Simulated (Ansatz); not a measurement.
Consider ZrSnO3 in the cubic perovskite structure (space group Pm-3m, No. 221; a = 4.1287 Å; a hypothetical phase, not in the database extracts checked).

The change: an isotropic linear strain of −4.76 %, atoms relaxed at fixed cell.

Levels (all Ansatz, a quantum-chemistry and plane-wave program, PAW): PBEsol (420 eV, without spin-orbit coupling); r2SCAN (500 eV, no spin-orbit coupling); HSE06 (420 eV, scalar-relativistic without spin-orbit coupling).

At the geometry relaxed with PBEsol, these levels gave the following band gaps, in shuffled order: (a) 1.98 eV, (b) 1.56 eV, (c) 2.46 eV.

Q: Match each gap to its level.

A: (a) r2SCAN; (b) PBEsol; (c) HSE06.

Single points use the geometry relaxed with PBEsol. The hybrid gap comes from the SCF mesh plus the semilocal run's edge points and a few special points and is an upper bound. Whether these cells are dynamically stable was not tested. Many cubic perovskites are stable only at high temperature; tilts and polar distortions were not tested.
